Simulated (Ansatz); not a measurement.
The starting structures come from a database of crystals and need not be the phases stable at ambient conditions.

By LDA and PBEsol, the system below comes out a metal.

Input:

```
CELL_PARAMETERS angstrom
      2.76067     0.00000     0.00000
     -1.38034     2.39081     0.00000
      0.00000     0.00000     4.79213
ATOMIC_POSITIONS crystal
  Pt 0.66667 0.33333 0.75000
  Pt 0.33333 0.66667 0.25000
```

Space group of this cell: P6_3/mmc, hcp (Mg type). The cell is taken as given; by PBEsol its mean pressure is -10.8 GPa.

The current runs along the normal of the first two printed vectors, the (001) plane. All runs by Ansatz (a quantum-chemistry and plane-wave program), plane waves and PAW, without spin-orbit coupling; the base is PBEsol.

```tsv
run	mean pressure (GPa)	G/A, both spins (10¹⁵ S/m²)
base	-10.8	1.65
all lengths scaled by 0.98	5.2	1.74
all lengths scaled by 1.02	-21.9	1.55
lda in place of pbesol	-15.8	[?]
lengths across the current scaled by 0.98, ions clamped	-0.1	1.61
lengths across the current scaled by 1.02, ions clamped	-18.9	[?]
lengths along the current scaled by 0.97, ions clamped	-3.9	1.81
lengths along the current scaled by 1.03, ions clamped	-16.0	[?]
```

Some entries are withheld; supply them.


- lda in place of pbesol, G/A, both spins (10¹⁵ S/m²): 1.66
- lengths across the current scaled by 1.02, ions clamped, G/A, both spins (10¹⁵ S/m²): 1.67
- lengths along the current scaled by 1.03, ions clamped, G/A, both spins (10¹⁵ S/m²): 1.51
